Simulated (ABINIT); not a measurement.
**ABINIT run on BaSrHfZrO6 (F-43m, 10 atoms in the cell): self-consistent single point**

Method: LDA (PW92), PAW (JTH v2.0 LDA PAW) (plane waves; ABINIT).

This input was run:

```
# BaSrHfZrO6, JTH v2.0 LDA PAW
pp_dirpath "./"
pseudos "Ba.LDA_PW-JTH.xml, Sr.LDA_PW-JTH.xml, Zr.LDA_PW-JTH.xml, Hf.LDA_PW-JTH.xml, O.LDA_PW-JTH.xml"
acell 3*1.0
rprim
         0.0000000000    7.9397126585    7.9397126585
         7.9397126585    0.0000000000    7.9397126585
         7.9397126585    7.9397126585   -0.0000000000
natom 10
ntypat 5
znucl 56 38 40 72 8
typat 1 2 3 4 5 5 5 5 5 5
xred
         0.7500000000    0.7500000000    0.7500000000
         0.2500000000    0.2500000000    0.2500000000
         0.5000000000    0.5000000000    0.5000000000
         0.0000000000    0.0000000000    0.0000000000
         0.7518400000    0.2481600000    0.2481600000
         0.7518400000    0.2481600000    0.7518400000
         0.2481600000    0.7518400000    0.7518400000
         0.2481600000    0.7518400000    0.2481600000
         0.7518400000    0.7518400000    0.2481600000
         0.2481600000    0.2481600000    0.7518400000
ecut 24
pawecutdg 48
occopt 1
nband 44
kptopt 1
ngkpt 4 4 4
nshiftk 1
shiftk 0 0 0
nstep 50
tolvrs 1.0e-10
diemac 4
prtwf 0
prtden 0
enunit 1
```

Output, abridged:

```
 Symmetries : space group F-4 3 m (#216); Bravais cF (face-center cubic)

 -outvars: echo values of preprocessed input variables --------
            acell      1.0000000000E+00  1.0000000000E+00  1.0000000000E+00 Bohr
           diemac      4.00000000E+00
             ecut      2.40000000E+01 Hartree
           enunit           1
              ixc       -1012
         kptrlatt        4    0    0      0    4    0      0    0    4
          kptrlen      4.49137973E+01
            natom          10
            nband          44
            ngfft          50      50      50
          ngfftdg          72      72      72
             nkpt           8
            nstep          50
             nsym          24
           ntypat           5
        pawecutdg      4.80000000E+01 Hartree
            rprim      0.0000000000E+00  7.9397126585E+00  7.9397126585E+00
                       7.9397126585E+00  0.0000000000E+00  7.9397126585E+00
                       7.9397126585E+00  7.9397126585E+00 -0.0000000000E+00
          spgroup         216
           tolvrs      1.00000000E-10
            typat      1  2  3  4  5  5  5  5  5  5
           useylm           1
             xred      7.5000000000E-01  7.5000000000E-01  7.5000000000E-01
                       2.5000000000E-01  2.5000000000E-01  2.5000000000E-01
                       5.0000000000E-01  5.0000000000E-01  5.0000000000E-01
                       0.0000000000E+00  0.0000000000E+00  0.0000000000E+00
                       7.5184000000E-01  2.4816000000E-01  2.4816000000E-01
                       7.5184000000E-01  2.4816000000E-01  7.5184000000E-01
                       2.4816000000E-01  7.5184000000E-01  7.5184000000E-01
                       2.4816000000E-01  7.5184000000E-01  2.4816000000E-01
                       7.5184000000E-01  7.5184000000E-01  2.4816000000E-01
                       2.4816000000E-01  2.4816000000E-01  7.5184000000E-01
            znucl       56.00000   38.00000   40.00000   72.00000    8.00000

== DATASET  1 ==================================================================

 Real(R)+Recip(G) space primitive vectors, cartesian coordinates (Bohr,Bohr^-1):
 R(1)=  0.0000000  7.9397127  7.9397127  G(1)= -0.0629746  0.0629746  0.0629746
 R(2)=  7.9397127  0.0000000  7.9397127  G(2)=  0.0629746 -0.0629746  0.0629746
 R(3)=  7.9397127  7.9397127  0.0000000  G(3)=  0.0629746  0.0629746 -0.0629746
 Unit cell volume ucvol=  1.0010237E+03 bohr^3
 Angles (23,13,12)=  6.00000000E+01  6.00000000E+01  6.00000000E+01 degrees

 Coarse grid specifications (used for wave-functions):

 getcut: wavevector=  0.0000  0.0000  0.0000  ngfft=  50  50  50
         ecut(hartree)=     24.000   => boxcut(ratio)=   2.02001

 Fine grid specifications (used for densities):

 getcut: wavevector=  0.0000  0.0000  0.0000  ngfft=  72  72  72
         ecut(hartree)=     48.000   => boxcut(ratio)=   2.05602

   1.75913259E+04                                ecore*ucvol(ha*bohr**3)

_setup2: Arith. and geom. avg. npw (full set) are    5625.422    5625.399

--- !BeginCycle
solver: {iscf: 17, nstep: 50, nline: 4, wfoptalg: 10, }
tolerances: {tolvrs: 1.00E-10, }
...

     iter   Etot(hartree)      deltaE(h)  residm     nres2
 ETOT  1  -249.23874367039    -2.492E+02 6.620E+00 9.903E+01
 ETOT  2  -252.82069182518    -3.582E+00 5.773E-02 3.942E+01
 ETOT  3  -252.78689758609     3.379E-02 3.465E-02 7.413E+00
 ETOT  4  -252.77931002498     7.588E-03 8.729E-03 5.136E+00
 ETOT  5  -252.77396531189     5.345E-03 5.100E-03 1.316E-01
 ETOT  6  -252.77389837033     6.694E-05 3.467E-03 9.745E-03
   [... 5 lines left out ...]
 ETOT 12  -252.77391536890    -2.888E-10 3.638E-04 1.899E-08
 ETOT 13  -252.77391536886     3.612E-11 3.276E-04 1.583E-09
 ETOT 14  -252.77391536886     3.553E-12 1.939E-04 4.666E-10
 ETOT 15  -252.77391536886    -2.728E-12 1.716E-04 1.192E-10
 ETOT 16  -252.77391536886     8.527E-13 9.940E-05 2.987E-12

 At SCF step   16       nres2   =  2.99E-12 < tolvrs=  1.00E-10 =>converged.

 Cartesian components of stress tensor (hartree/bohr^3)
  sigma(1 1)=  3.72339613E-04  sigma(3 2)=  0.00000000E+00
  sigma(2 2)=  3.72339613E-04  sigma(3 1)=  0.00000000E+00
  sigma(3 3)=  3.72339613E-04  sigma(2 1)=  0.00000000E+00

 ----iterations are completed or convergence reached----

 reduced coordinates (array xred) for   10 atoms
       0.750000000000      0.750000000000      0.750000000000
       0.250000000000      0.250000000000      0.250000000000
       0.500000000000      0.500000000000      0.500000000000
       0.000000000000      0.000000000000      0.000000000000
       0.751840000000      0.248160000000      0.248160000000
       0.751840000000      0.248160000000      0.751840000000
       0.248160000000      0.751840000000      0.751840000000
       0.248160000000      0.751840000000      0.248160000000
       0.751840000000      0.751840000000      0.248160000000
       0.248160000000      0.248160000000      0.751840000000
 cartesian forces (eV/Angstrom) at end:
    1     -0.00000000000000     0.00000000000000    -0.00000000000000
    2     -0.00000000000000     0.00000000000000    -0.00000000000000
    3     -0.00000000000000     0.00000000000000    -0.00000000000000
    4     -0.00000000000000     0.00000000000000    -0.00000000000000
    5      0.15967560943106     0.00000000000000    -0.00000000000000
    6     -0.00000000000000    -0.15967560943106    -0.00000000000000
    7     -0.15967560943106     0.00000000000000    -0.00000000000000
    8     -0.00000000000000     0.15967560943106     0.00000000000000
    9      0.00000000000000    -0.00000000000000    -0.15967560943106
   10     -0.00000000000000     0.00000000000000     0.15967560943106
 frms,max,avg= 7.1409103E-02 1.5967561E-01   0.000E+00  0.000E+00  0.000E+00 e/A
 length scales=  1.000000000000  1.000000000000  1.000000000000 bohr
              =  0.529177208590  0.529177208590  0.529177208590 angstroms
 Fermi (or HOMO) energy (eV) =   2.85854   Average Vxc (eV)= -11.18288
 Eigenvalues (   eV  ) for nkpt=   8  k points:
 kpt#   1, nband= 44, wtk=  0.01563, kpt=  0.0000  0.0000  0.0000 (reduced coord)
 -57.02163  -44.18305  -30.47690  -25.85187  -25.85187  -25.85187  -22.47671  -22.47671
 -22.47671  -22.29218  -13.42920  -12.92106  -12.92106  -12.52332  -12.52332  -12.52332
 -12.12616  -12.12616  -12.12616   -7.69993   -7.69993   -7.69993   -1.15073   -0.86538
  -0.86538   -0.13992   -0.13992   -0.13992    1.15233    1.15233    1.15233    1.89519
   1.89519    1.89519    2.56995    2.56995    2.56995    2.85854    2.85854    2.85854
   6.10098    6.10098    6.10098    7.52718
 prteigrs : prtvol=0 or 1, do not print more k-points.

--- !EnergyTerms
comment             : Components of total free energy in Hartree
kinetic             :  8.06020543836766E+01
hartree             :  5.21108805815901E+01
xc                  : -4.93946485701569E+01
Ewald energy        : -1.97488986684626E+02
psp_core            :  1.75733363920590E+01
local_psp           : -1.57907993174971E+02
spherical_terms     :  1.73144104713236E+00
total_energy        : -2.52773916025295E+02
total_energy_eV     : -6.87832805875971E+03
...

-Cartesian components of stress tensor (GPa)         [Pressure= -1.0955E+01 GPa]
- sigma(1 1)=  1.09546078E+01  sigma(3 2)=  0.00000000E+00
- sigma(2 2)=  1.09546078E+01  sigma(3 1)=  0.00000000E+00
- sigma(3 3)=  1.09546078E+01  sigma(2 1)=  0.00000000E+00

 Calculation completed.
```

The run converged in 16 iterations.

The starting cell comes from a database of computed structures (which also holds hypothetical and non-ambient phases and stackings), without a prior relaxation at this level. With a pressure of about -11 GPa the cell is away from its equilibrium volume at this level.

These are the values that this program gave, and no reference: the one-centre exchange-correlation terms come from a truncated expansion.

Cost on one core of a shared machine: roughly 3 min.
